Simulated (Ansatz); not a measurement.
Cubic perovskite BaZrO₃, treated with Hartree–Fock (PAW; Ansatz, an electronic-structure program).

Numerical settings: plane-wave cutoff 460 eV, 6×6×6 k mesh, Fermi–Dirac smearing 0.01 eV, scalar-relativistic PAW data made under PBE.

The cell is scaled about its equilibrium volume:

```
V (Å³/atom)  P (GPa)  direct gap at Γ (eV)  smallest gap on the k mesh (eV)
-----------  -------  --------------------  -------------------------------
14.420          9.16                13.686                           13.317
14.805          3.94                13.608                           13.224
15.179         -0.49                13.527                           13.132
15.558         -4.45                13.442                           13.039
15.938         -7.92                13.353                           12.945
```

The fundamental gap (13.14 eV at the equilibrium volume, on the SCF mesh) lies elsewhere than Γ–Γ.

Spin–orbit coupling is not included.
